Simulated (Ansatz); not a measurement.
Consider MoS2 (space group P6_3/mmc, No. 194; a = 3.149 Å, c = 12.089 Å; layered, stacked along the Cartesian z axis).

One thing is altered: a hydrostatic pressure of 0.3 GPa.

All numbers come from plane-wave PAW DFT at the PBE-D3(BJ) level (Ansatz, a quantum-chemistry and plane-wave program, 420 eV), without spin-orbit coupling.

Base, band edges from the VBM (valence, conduction): K -0.64, 1.06; H -0.76, 1.06; M -1.34, 1.60; L -1.41, 1.63; A -0.27, 2.08; Γ 0.00, 2.08 eV.

Give the band edges at the high-symmetry points of the new zone, measured from its valence-band maximum.


| point | valence edge (eV) | conduction edge (eV) |
|---|---|---|
| Γ | 0.00 | 2.07 |
| M | -1.36 | 1.59 |
| K | -0.66 | 1.05 |
| A | -0.26 | 2.07 |
| L | -1.43 | 1.62 |
| H | -0.78 | 1.05 |

The gap is 0.75 eV, indirect, Γ → K–Γ (44 % along).

Load acts through the strain it causes; cell and atoms are relaxed under it. Stability against distortions was not tested.
